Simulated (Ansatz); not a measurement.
For CsCl-type BaTe (model structure), LDA (Ansatz, a program for electronic structure, plane waves, PAW) gives:

- equilibrium lattice constant a = 4.115 Å
- formation enthalpy = -1.706 eV/atom

Problem. What does r²SCAN (Ansatz, PAW) give for the same quantities?

Solution. 
- lattice constant a: 4.241 Å (grows by 3.1 %)
- formation enthalpy: -1.952 eV/atom (moves by -0.246 eV/atom)

Changes are worked out from the printed values.

Unless a cell is named, each level is at its own relaxed cell (LDA 34.84, r²SCAN 38.14 Å³/atom).

Levels without +SOC leave out spin–orbit coupling, which shifts energies and cells of such heavy elements.

Ansatz's density-functional and Hartree–Fock values are scalar-relativistic unless marked +SOC, with PAW data made under PBE.

A model structure was made by putting elements into a prototype or built by hand; it is no filed structure, need not be a known phase, and can be a saddle point held by its symmetry.
